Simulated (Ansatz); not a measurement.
Consider the following.

```
ZnS
1.0
    3.80703     0.00000     0.00000
   -1.90352     3.18159     0.00000
    0.00000     0.00000     6.24624
Zn S
2 2
Cartesian
  1.90352   1.06086   6.23305
  0.00000   2.12073   3.10993
  1.90352   1.09361   3.91833
  0.00000   2.08798   0.79521
```

No spin polarisation.

Computed with Kohn–Sham DFT with the r2SCAN functional, run in Ansatz (a quantum-chemistry and plane-wave program) with PAW and 500 eV plane waves, scalar-relativistic without spin-orbit coupling, earlier PAW set. k-mesh 10×10×6 (Γ-centred); smearing 0.05 eV (Fermi–Dirac).

Task: Predict the gap character and electron mass.

Result: 
```json
{
  "gap_character": "direct at Γ",
  "electron_mass": "0.21 mₑ along x, 0.23 mₑ along y, 0.17 mₑ along z (at Γ)"
}
```

The cells carry an imposed strain or load. Masses are band curvatures over ±0.01 Å⁻¹ around the edge. Whether these cells are dynamically stable was not tested. The cell was made from ZnS in the wurtzite structure (space group P6_3mc, No. 186) by this change: uniaxial strain ε_yy = −3.50 %.
